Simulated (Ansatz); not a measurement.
# How a calculation on Nb3Sn (Pm-3n, 8 atoms in the cell) responds to its settings

```
Nb3Sn
1.0
    5.24416     0.00000     0.00000
    0.00000     5.24416     0.00000
    0.00000     0.00000     5.24416
Nb Sn
6 2
Cartesian
  1.31104   0.00000   2.62208
  3.93312   0.00000   2.62208
  2.62208   3.93312   0.00000
  2.62208   1.31104   0.00000
  0.00000   2.62208   3.93312
  0.00000   2.62208   1.31104
  0.00000   0.00000   0.00000
  2.62208   2.62208   2.62208
```

Base run A: LDA (PW92), default PAW files made with PBE (Ansatz, a quantum-chemistry and plane-wave program), self-consistent single point.

Its settings: basis.ecutwfc = 420 eV; kpoints.mp_grid.grid = 4 4 4; kpoints.mp_grid.shift = 0.5 0.5 0.5; hamiltonian.xc = lda; hamiltonian.pseudopotentials = {kind: paw} (the program's default PAW files); scf.occupations.method = cold; scf.occupations.width = 0.2 eV.

The starting cell comes from a database of computed structures (which also holds hypothetical and non-ambient phases and stackings), without a prior relaxation at this level. Its lattice was rescaled by a random factor within 2.5 % of one. Spin polarisation is off. Ansatz's pressure includes its estimate of the finite-basis (Pulay) stress.

Runs:
- B: hamiltonian.xc: lda → pbe [PBE]
- C: hamiltonian.xc: lda → pbesol [PBEsol]
- D: hamiltonian.xc: lda → rpbe [RPBE]
- E: hamiltonian.xc: lda → revpbe [revPBE]
- F: hamiltonian.xc: lda → blyp [BLYP]
- G: basis.ecutwfc: 420 eV → 500 eV; hamiltonian.xc: lda → r2scan [r2SCAN]

| run | pressure (GPa) |
|---|---|
| A | -2.26 |
| B | 7.68 |
| C | 1.61 |
| D | 10.64 |
| E | 9.81 |
| F | 14.73 |
| G | 6.26 |

Run B against A: The pressure goes from -2.26 to 7.68 GPa.

Run F against A: The pressure goes from -2.26 to 14.73 GPa.

Run C against A: The pressure goes from -2.26 to 1.61 GPa.

Keys are those of Ansatz 0.2.
